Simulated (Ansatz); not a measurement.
Ansatz (a quantum-chemistry and plane-wave program), DFT, PBE, plane waves, its default PAW files: W(110) slab of 8 layers, 1x1, atoms displaced (W8), unrelaxed, 8 atoms. Basis and mesh were picked for this test and aren't claimed converged.

| Property | Result |
|---|---|
| cell | 3.17, 2.74, 25.67 Å; 90, 90, 54.7° |
| distance to the nearest atom | 2.68 to 2.74 Å |
| task | single point |
| k mesh | 10×10×1 |
| hamiltonian.xc | pbe |
| kind of files | paw |
| scf.occupations.method | gaussian |
| scf.occupations.width | 0.05 eV |
| scf.initial_density.chi_scale | 0.1 |
| output.forces | true |
| binding of workers (--pin) | off |
| k-point pools (--kpoint-pools) | 1 |
| memory maximum (--max-ram) | 8GiB |
| accuracy | medium (default) |
| basis.precision | auto (default) |
| basis.xc_grid | 2 (default) |
| scf.eigensolver.kind | auto (default) |
| scf.convergence.dr2_threshold | 1e-07 (default) |
| scf.lower_state_search | light (default) |
| k-points after symmetry | 52 |
| bands at the start | 68 |
| electrons | 112 |
| plane waves at Γ | 3599 |
| cutoff (eV) | 420 |
| FFT grid | 24×20×180 |
| symmetry operations | 1 |

Settings of this run: scf.mixing.algorithm = auto, scf.mixing.preconditioner = kerker_dos, scf.algorithm = auto; 4 threads.

```
iteration  dr2 (eV)     Hψ
---------  --------  -----
1            4.44e1  15220
2            9.50e0   5476
3            9.84e0   6202
4            2.33e0   3638
5            1.46e0   4775
6           8.59e-1   3636
7           3.28e-1   3732
8           2.39e-1   3977
9           1.77e-1   3854
10          1.24e-1   3910
11          3.83e-2   3845
12          1.02e-2   4596
13          3.62e-3   4326
14          4.60e-4   4483
15          1.43e-4   5049
16          2.69e-5   4618
17          2.13e-5   4938
18          2.63e-5   3850
19          1.94e-5   3473
20          7.87e-6   3555
21          6.44e-6   4059
22          4.57e-6   3746
23          7.53e-7   3631
24          3.94e-7   4269
25          2.20e-7   3740
26          1.61e-8  10904
```

It converged after 26 SCF iterations.

Question: Which change of one setting makes this cycle converge in far fewer steps?

Answer: One answer among several that fit: scf.mixing.preconditioner = auto (default) (11 SCF iterations) or scf.mixing.preconditioner = ldos (11 SCF iterations), all else kept. The other changes of this size gave: scf.mixing.preconditioner = local_kerker (23); scf.mixing.preconditioner = kerker (24); scf.mixing.preconditioner = none (31). With more settings changed, the fewest of all runs of this system: scf.mixing.preconditioner = auto (default), scf.algorithm = direct_min (8). In that run the program took: scf.mixing.algorithm MSR1, scf.mixing.preconditioner LDOS, scf.eigensolver.kind band_cg, --slots 4. The first change moves the result by: energy under 0.001 meV/atom, forces (largest component) 0.13 meV/Å. Counts are of single runs.

Keys are those of Ansatz 0.2.
